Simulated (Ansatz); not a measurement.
Consider Y-vacancy pair (Y on one host Hf site, one O site vacant) in monoclinic HfO2, charge state +1. These are PBE, PAW (plane waves to 420 eV; Ansatz, an electronic-structure program) values and carry that method's errors.

96-site cell at the relaxed PBE lattice, the Γ point alone, smearing 0.01 eV, spin-restricted, no finite-size correction. Energies are static. Spin-orbit coupling is left out. The charge state is imposed; whether it is stable for some Fermi level was not computed. Forms of the defect that were not tried may lie lower. The start lies 0.066 eV above the lowest site run (PBE).

Barriers: single points on a 2×2×2 k-point mesh shifted by half a step at the bands' geometries.

The step: a nearby O atom hops onto the vacant site (Y-vacancy distance between ideal sites 2.05 → 4.45 Å); the atom moves 2.44 Å along (0.13, 0.42, 0.18) of the unit cell; the moving atom starts with neighbours Hf at 2.04, Hf at 2.12, Hf at 2.18; O at 2.58, O at 2.64 Å and ends with Hf at 1.98, Hf at 2.16; O at 2.48; Y at 2.23 Å.

Q: Give the migration barrier of this step at the level PBE, PAW.

A: 1.16 eV forward and 0.95 eV backward. At the saddle the moving atom has neighbours Hf at 1.94 Å. The saddle point's order was not checked.
